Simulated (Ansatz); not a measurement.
# CdSe: element substitutions

Consider CdSe in the zinc blende structure (space group F-43m, No. 216; a = 6.1333 Å).

Each row replaces one element on all its sites; cell and atoms are relaxed.

Method: r2SCAN (Ansatz, an electronic-structure program), without spin-orbit coupling, earlier PAW set.

### Question
Only one of these keeps a band gap. Which?
A) Se → Te
B) Cd → In
C) Se → Ir

### Answer
A, Se → Te. Computed: Cd → In: zero; Se → Te: 1.16 eV; Se → Ir: zero

With Te present, leaving out spin-orbit coupling can change the band edges. Whether these cells are dynamically stable was not tested. As relaxed here, InSe and CdIr are hypothetical phases, not in the database extracts checked. All final runs are without spin polarisation. An odd electron count without spin: InSe and CdIr. CdIr has a high density of states at the Fermi level and may be magnetic at this level.
